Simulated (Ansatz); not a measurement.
CuGaSe2: band gap against strain

CuGaSe2 (chalcopyrite, I-42d, 20.787 Å³/atom and stress up to 0.01 GPa in the relaxed cell, c along z) under a strain ε along a (axis x), the other axes held. LDA in Ansatz, a plane-wave DFT program (PAW, default set), 420 eV, 9×9×9 Γ-centred mesh, Fermi-Dirac smearing 0.05 eV; ions are relaxed, or left where forces stay under 0.02 eV/Å, within the symmetry of each cell. Gaps are the smallest over the k-mesh and a band path, without spin-orbit coupling; in all rows the valence edge lies at Γ and the conduction edge at Γ.

Here s stands for strain and Eg for gap.

| strain (%) | gap (eV) |
|---|---|
| -3.00 | ? |
| -2.25 | 0.282 |
| -1.50 | 0.245 |
| -0.75 | 0.208 |
| 0.00 | 0.171 |

Taking a straight line for Eg over the 4 complete rows: Means: s -1.1250, Eg 0.2265. About the means, the sum of products is -0.13875 and the sum of squares of s is 2.8125; the slope is their ratio. Least squares gives Eg = 0.1710 - 0.04933·s. Residuals (row less fit): 0.0000, 0.0000, 0.0000, 0.0000; standard error 0.0000 (degrees of freedom: 2). Over these rows the gap moves by -4.933 ± 0.001 eV per unit strain.

Q: Estimate the missing Eg (s = -3.00); what did the run itself give?

A: Eg = 0.1710 - 0.04933 × (-3.00) = 0.3190 eV. The calculation gives 0.313 eV, 0.0060 eV below the prediction (4.2 % of the range of Eg in the table). The row lies outside the fitted rows, so this is an extrapolation. The scatter of the fitted rows lies at the last printed digit.

Spin-orbit coupling is left out, which can shift this property for GaCuSe2. Rows are the converged runs of the series near zero and its far end; series whose fitted rows scatter by over a few per cent of the range, as at a crossing or softening among them, aren't shown in this form, nor equations of state whose B0' disagrees with the runs' pressures. Most that stay on the fit to the last digits aren't either.
